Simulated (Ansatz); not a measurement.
Take Ir in the fcc (Cu type) structure (space group Fm-3m, No. 225; a = 3.8708 Å) as the base.

The values are results of PBE/PAW in Ansatz (a quantum-chemistry and plane-wave program), spin-orbit coupling left out, not measurements.

One change was made to it. Results:

```csv
quantity,base,after
density,22.01 g/cm³,23.28 g/cm³
shortest interatomic distance,5.172 bohr,5.077 bohr
```

Q: What was done to the base?
A. pressure −2 GPa
B. pressure 4.5 GPa
C. pressure 0.9 GPa
D. pressure −1 GPa
E. pressure 22.5 GPa

A: E, pressure 22.5 GPa. For comparison, the density in the other runs: pressure −1 GPa gives 21.95 g/cm³; pressure 0.9 GPa gives 22.07 g/cm³; pressure 4.5 GPa gives 22.29 g/cm³; pressure −2 GPa gives 21.88 g/cm³.

Load acts through the strain it causes; cell and atoms are relaxed under it. Whether these cells are dynamically stable was not tested. No other phases were tried under pressure. All final runs are without spin polarisation.
